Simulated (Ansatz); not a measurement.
Electronic density of states of amorphous Hf₁₈O₃₈Ge, density 8.73 g/cm³, on a 2×2×2 Γ-centred mesh with a Gaussian width of 0.1 eV; energies count from the Fermi level, whose place inside the gap is arbitrary. Cell and mesh are small, so fine structure isn't converged. The numbers are results of PBE, scalar-relativistic without spin-orbit coupling (plane waves to 420 eV, PAW; Ansatz, an electronic-structure program), not measurements. Sampling: a 2×2×2 Γ-centred mesh; Fermi-Dirac width 0.02 eV; no spin polarisation. At PBE the levels at the filled edge of the gap are localised (band-tail or defect states).

The cell was made by melting and quenching with the CHGNet potential and then relaxed with DFT. O atoms were pushed apart under 1.9 Å during the dynamics, to hinder bonds among them. The hot cell started wider than the set density and was brought back towards it in steps. It is the lowest in DFT energy of 2 quenches. It is a model cell: composition and starting density were chosen by hand, and all elements were melted together. No dispersion term was used. Its density started from a set value of 8.72 and ended at 8.73 g/cm³. Cooling (nominally 380 K/ps over its main leg) ran many orders faster than in experiment, which tends to leave more defects and strain. Values belong to this one cell and scatter from quench to quench. Volume and shape were free in the relaxation.

| E - EF (eV) | states/(eV atom) |
|---|---|
| -12.00 | 0.74 |
| -11.90 | 0.04 |
| -11.80 | 0.00 |
| -11.70 | 0.00 |
| -11.60 | 0.00 |
| -11.50 | 0.00 |
| -11.40 | 0.00 |
| -11.30 | 0.00 |
| -11.20 | 0.00 |
| -11.10 | 0.00 |
| -11.00 | 0.00 |
| -10.90 | 0.00 |
| -10.80 | 0.00 |
| -10.70 | 0.00 |
| -10.60 | 0.00 |
| -10.50 | 0.00 |
| -10.40 | 0.00 |
| -10.30 | 0.00 |
| -10.20 | 0.00 |
| -10.10 | 0.00 |
| -10.00 | 0.00 |
| -9.90 | 0.00 |
| -9.80 | 0.00 |
| -9.70 | 0.00 |
| -9.60 | 0.00 |
| -9.50 | 0.00 |
| -9.40 | 0.04 |
| -9.30 | 0.15 |
| -9.20 | 0.13 |
| -9.10 | 0.02 |
| -9.00 | 0.00 |
| -8.90 | 0.00 |
| -8.80 | 0.00 |
| -8.70 | 0.00 |
| -8.60 | 0.00 |
| -8.50 | 0.00 |
| -8.40 | 0.00 |
| -8.30 | 0.00 |
| -8.20 | 0.00 |
| -8.10 | 0.00 |
| -8.00 | 0.00 |
| -7.90 | 0.00 |
| -7.80 | 0.00 |
| -7.70 | 0.00 |
| -7.60 | 0.00 |
| -7.50 | 0.00 |
| -7.40 | 0.00 |
| -7.30 | 0.00 |
| -7.20 | 0.06 |
| -7.10 | 0.20 |
| -7.00 | 0.29 |
| -6.90 | 0.46 |
| -6.80 | 0.53 |
| -6.70 | 0.55 |
| -6.60 | 0.55 |
| -6.50 | 0.53 |
| -6.40 | 0.54 |
| -6.30 | 0.66 |
| -6.20 | 0.77 |
| -6.10 | 0.77 |
| -6.00 | 0.81 |
| -5.90 | 0.89 |
| -5.80 | 0.90 |
| -5.70 | 0.82 |
| -5.60 | 0.78 |
| -5.50 | 0.81 |
| -5.40 | 0.86 |
| -5.30 | 0.82 |
| -5.20 | 0.79 |
| -5.10 | 0.80 |
| -5.00 | 0.79 |
| -4.90 | 0.75 |
| -4.80 | 0.78 |
| -4.70 | 0.81 |
| -4.60 | 0.78 |
| -4.50 | 0.76 |
| -4.40 | 0.81 |
| -4.30 | 0.86 |
| -4.20 | 0.84 |
| -4.10 | 0.86 |
| -4.00 | 0.86 |
| -3.90 | 0.88 |
| -3.80 | 0.91 |
| -3.70 | 0.90 |
| -3.60 | 0.96 |
| -3.50 | 0.91 |
| -3.40 | 0.88 |
| -3.30 | 0.92 |
| -3.20 | 0.89 |
| -3.10 | 0.91 |
| -3.00 | 0.87 |
| -2.90 | 0.92 |
| -2.80 | 0.96 |
| -2.70 | 0.95 |
| -2.60 | 0.88 |
| -2.50 | 0.89 |
| -2.40 | 0.86 |
| -2.30 | 0.61 |
| -2.20 | 0.41 |
| -2.10 | 0.42 |
| -2.00 | 0.43 |
| -1.90 | 0.18 |
| -1.80 | 0.02 |
| -1.70 | 0.00 |
| -1.60 | 0.00 |
| -1.50 | 0.00 |
| -1.40 | 0.00 |
| -1.30 | 0.00 |
| -1.20 | 0.00 |
| -1.10 | 0.00 |
| -1.00 | 0.00 |
| -0.90 | 0.00 |
| -0.80 | 0.00 |
| -0.70 | 0.00 |
| -0.60 | 0.00 |
| -0.50 | 0.00 |
| -0.40 | 0.00 |
| -0.30 | 0.00 |
| -0.20 | 0.00 |
| -0.10 | 0.00 |
| 0.00 | 0.00 |
| 0.10 | 0.00 |
| 0.20 | 0.00 |
| 0.30 | 0.00 |
| 0.40 | 0.00 |
| 0.50 | 0.00 |
| 0.60 | 0.00 |
| 0.70 | 0.00 |
| 0.80 | 0.00 |
| 0.90 | 0.00 |
| 1.00 | 0.00 |
| 1.10 | 0.00 |
| 1.20 | 0.00 |
| 1.30 | 0.00 |
| 1.40 | 0.00 |
| 1.50 | 0.00 |
| 1.60 | 0.00 |
| 1.70 | 0.00 |
| 1.80 | 0.02 |
| 1.90 | 0.12 |
| 2.00 | 0.19 |
| 2.10 | 0.16 |
| 2.20 | 0.21 |
| 2.30 | 0.30 |
| 2.40 | 0.34 |
| 2.50 | 0.40 |
| 2.60 | 0.50 |
| 2.70 | 0.55 |
| 2.80 | 0.59 |
| 2.90 | 0.64 |
| 3.00 | 0.62 |
| 3.10 | 0.62 |
| 3.20 | 0.70 |
| 3.30 | 0.72 |
| 3.40 | 0.72 |
| 3.50 | 0.78 |
| 3.60 | 0.75 |
| 3.70 | 0.74 |
| 3.80 | 0.71 |
| 3.90 | 0.66 |
| 4.00 | 0.72 |
| 4.10 | 0.73 |
| 4.20 | 0.65 |
| 4.30 | 0.58 |
| 4.40 | 0.61 |
| 4.50 | 0.65 |
| 4.60 | 0.68 |
| 4.70 | 0.74 |
| 4.80 | 0.67 |
| 4.90 | 0.61 |

The level gap on this mesh is 3.88 eV; the broadening fills part of it in the curve.
